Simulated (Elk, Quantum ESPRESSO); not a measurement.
A Quantum ESPRESSO input for a self-consistent single point of Hf (Fm-3m, 1 atom in the cell) (DFT, LDA (PZ), plane waves, GBRV 1.5 ultrasoft (LDA) pseudopotentials):

```fortran
&control
  calculation = 'scf',
  prefix = 'hf',
  outdir = './tmp',
  pseudo_dir = './',
  tprnfor = .true.,
  tstress = .true.,
/
&system
  ibrav = 0,
  nat = 1,
  ntyp = 1,
  ecutwfc = 40,
  ecutrho = 320,
  occupations = 'smearing',
  smearing = 'fd',
  degauss = 0.0036749,
/
&electrons
  conv_thr = 1e-10,
/
ATOMIC_SPECIES
Hf   178.4900  hf_lda_v1.uspp.F.UPF
CELL_PARAMETERS angstrom
   0.0000000000     2.2200000000     2.2200000000
   2.2200000000     0.0000000000     2.2200000000
   2.2200000000     2.2200000000     0.0000000000
ATOMIC_POSITIONS angstrom
Hf    0.0000000000    0.0000000000    0.0000000000
K_POINTS automatic
13 13 13  0 0 0
```

Write the same calculation as an input for Elk.

One input that does it (others would too):

```
tasks
  0

xctype
  3

rgkmax
  8.0

gmaxvr
  16.0

nxoapwlo
  1

stype
  3

swidth
  0.00183747

scale
  5.932897418

avec
    0.0000000000    0.7071067812    0.7071067812
    0.7071067812    0.0000000000    0.7071067812
    0.7071067812    0.7071067812    0.0000000000

sppath
  'species/'

atoms
  1   : nspecies
  'Hf.in'   : spfname
  1   : natoms; atposl, bfcmt below
  0.0000000000  0.0000000000  0.0000000000    0.0 0.0 0.0

ngridk
  13 13 13
```

Basis, cutoffs, solver keys and any potentials are the target program's own. This input uses DFT, LDA (PW92), all-electron FP-LAPW, Elk's shipped species files, LAPW+lo basis. LDA parametrisations can differ slightly between programs.

The starting cell comes from a database of published, mostly measured structures (it also holds non-ambient and calculated ones), without a prior relaxation at this level.
